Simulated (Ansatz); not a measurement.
System: SnTe (model structure, within 0.1 Å of P6₃/mmc, No. 194, 4 atoms in the cell). Method: LDA in Ansatz (PAW).

Run with plane-wave cutoff 520 eV, 12×12×4 k mesh (along the axes of the cell as run), Fermi–Dirac smearing 0.01 eV, scalar-relativistic PAW data made under PBE.

Cell (relaxed at this level):

```xyz
4
Lattice="5.2746 0.0000 0.0000 -2.6373 4.5679 0.0000 0.0000 0.0000 6.2930" Properties=species:S:1:pos:R:3 pbc="T T T"
Sn     2.6373     1.5226     0.3931
Sn     0.0000     3.0453     3.5396
Te     2.6373     1.5226     3.5413
Te     0.0000     3.0453     0.3948
```

### Question
Predict the band gap, direct gap at Γ and bulk modulus B0.

### Answer

- band gap: 0.21 eV (on the SCF k mesh)
- direct gap at Γ: 2.58 eV
- bulk modulus B0: 37.0 GPa

Note: the bulk modulus is −V dP/dV from two relaxed cells at ±2 % in volume.

Spin–orbit coupling is not included; it can close the smallest gap of 0.21 eV.

A model structure was made by putting elements into a prototype or built by hand; it is no filed structure, need not be a known phase, and can be a saddle point held by its symmetry.

Ansatz is a quantum-chemistry and plane-wave program.
